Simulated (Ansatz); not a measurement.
Base system: CdTe in the zinc blende structure (space group F-43m, No. 216).

```
CdTe
1.0
    0.00000     3.27889     3.27889
    3.27889     0.00000     3.27889
    3.27889     3.27889     0.00000
Cd Te
1 1
Direct
  0.00000   0.00000   0.00000
  0.25000   0.25000   0.25000
```

Cartesian axes are those of the cell as printed.

Computed with plane-wave PAW DFT at the r2SCAN level (Ansatz, a quantum-chemistry and plane-wave program, 500 eV), spin-orbit coupling left out.

Before the change:

- Electron mass = 0.090 mₑ (at Γ)
- Shortest interatomic distance = 2.840 Å
- Valence-band top at Γ = 0.00, 0.00, 0.00 eV

Now apply this change: biaxial strain −1.00 %, plane normal [001], relaxed out of plane (Cartesian); in-plane vectors clamped, the third vector and the atoms free.

Task: Estimate the effect on the electron mass.

Result: The electron mass goes from 0.090 mₑ (at Γ) to 0.091 mₑ (at Γ).

Task: Predict the new shortest interatomic distance.

Result: The shortest interatomic distance drops by 0.0063 Å, from 2.840 Å to 2.833 Å.

Task: How does this affect the valence-band top at Γ?

Result: The valence-band top at Γ (three highest levels, from the VBM) changes from 0.00, 0.00, 0.00 eV to 0.00, 0.00, -0.08 eV.

With Te present, leaving out spin-orbit coupling can change the band edges. The levels and masses belong to the bands next to the band gap. Effective masses come from finite differences of ±0.01 Å⁻¹. No phonon test of stability was made.
